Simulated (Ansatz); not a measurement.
Band structure of SrCd (Pm-3m, 2 atoms in the cell).

```xyz
2
Lattice="4.0667 0.0000 0.0000 0.0000 4.0667 0.0000 0.0000 0.0000 4.0667" Properties=species:S:1:pos:R:3 pbc="T T T"
Sr     2.0334     2.0334     2.0334
Cd     0.0000     0.0000     0.0000
```

Computed with PBEsol, PAW files made with PBE (plane waves; Ansatz, a first-principles code).

Settings: kpoints.mp_grid.grid = 11 11 11; hamiltonian.xc = pbesol; hamiltonian.pseudopotentials = {kind: paw} (an earlier, softer set of the program's PAW files); scf.occupations.method = fermi_dirac; scf.occupations.width = 0.1 eV; kpoints.band_path.npoints = 8.

The starting cell comes from a database of computed structures (which also holds hypothetical and non-ambient phases and stackings), without a prior relaxation at this level. Its lattice was rescaled by a random factor within 2.5 % of one.

Levels in eV from the Fermi level, bands 12 to 18:
```json
[
 {"point": "Γ", "12": "-8.40", "13": "-8.40", "14": "-5.66", "15": "1.36", "16": "1.36", "17": "3.85", "18": "3.85"},
 {"point": "X", "12": "-8.39", "13": "-8.37", "14": "-3.56", "15": "-2.35", "16": "1.76", "17": "2.24", "18": "2.24"},
 {"point": "M", "12": "-8.45", "13": "-8.28", "14": "-3.06", "15": "-0.03", "16": "-0.03", "17": "1.06", "18": "3.79"},
 {"point": "R", "12": "-8.28", "13": "-8.28", "14": "-0.86", "15": "-0.68", "16": "-0.68", "17": "-0.68", "18": "4.36"}
]
```

Bands cross the Fermi level along this path, so the cell is metallic at this level.

Keys are those of Ansatz 0.2.
